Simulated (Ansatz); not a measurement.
# Carrier properties of BAs under load (space group I-4m2)

```
AsB
1.0
    0.00000     2.39056     2.35302
    2.39056     0.00000     2.35302
    2.39056     2.39056     0.00000
B As
1 1
Direct
  0.00000   0.00000   0.00000
  0.25000   0.25000   0.25000
```

Method: r2SCAN with spin-orbit coupling, rigid bands (plane waves, PAW; Ansatz, a quantum-chemistry and plane-wave program). Condition of this run: uniaxial stress along [001] of 3.2 GPa (compression positive) (the target of the relaxation). How the cell was made: cell and atoms relaxed with PBEsol, then loaded as said.

```
Property                                                                                                                                                          Result
---------------------------------------------------------------------------------------------------------------------------------------  -------------------------------
band gap                                                                                                                                                         1.07 eV
electron conductivity mass (300 K, dilute)                                                                                               0.22 (x), 0.22 (y), 1.06 (z) mₑ
hole conductivity mass (300 K, dilute)                                                                                                   0.28 (x), 0.28 (y), 0.33 (z) mₑ
effective density of states N_c (300 K)                                                                                                                      1.1e19 cm⁻³
effective density of states N_v (300 K)                                                                                                                      3.5e18 cm⁻³
density-of-states mass, electrons                                                                                                                                0.59 mₑ
density-of-states mass, holes                                                                                                                                    0.27 mₑ
Seebeck coefficient, n-type 1e19 cm⁻³, 300 K                                                                                                                   -231 μV/K
Seebeck coefficient, p-type 1e19 cm⁻³, 300 K                                                                                                                    181 μV/K
best p-type power factor at 300 K for τ = 10 fs (best axis; densities from 1e16 to 1e21 cm⁻³ tried, whether or not they can be reached)      7.9 μW/(cm·K²) at 3e20 cm⁻³
```

Rigid bands; masses and Seebeck coefficients take one relaxation time τ for all states and one kind of carrier; polarons and phonon drag are left out. Geometry: cell and atoms relaxed with PBEsol.
